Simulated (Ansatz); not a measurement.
Start from LuP in the zinc blende structure (space group F-43m, No. 216; a = 6.161 Å; a hypothetical phase, not in the database extracts checked). Axes: x, y, z lie along the cube axes.

Level of theory: DFT with PBE, PAW potentials and a 420 eV plane-wave cutoff in Ansatz (a quantum-chemistry and plane-wave program), no spin-orbit coupling.

Perturbation: the cell is scaled by 1.0188 in all directions; the atoms relax in the strained cell.

Question: Predict the stress tensor and what it implies for the stiffness.

Answer: Stress of the strained cell less that of the base (GPa, compression positive):
```
  -2.97    0.00    0.00
   0.00   -2.97    0.00
   0.00    0.00   -2.97
```

Then B = −ΔP/(ΔV/V₀) with ΔV/V₀ = 0.0575 gives secant stiffness values (nonlinear terms included at this strain): B ≈ 52 GPa.

As a check, the harmonic strain energy −½ V₀ Δσ:ε is 15 meV/atom; the computed energy rise is 16 meV/atom.

Whether these cells are dynamically stable was not tested.
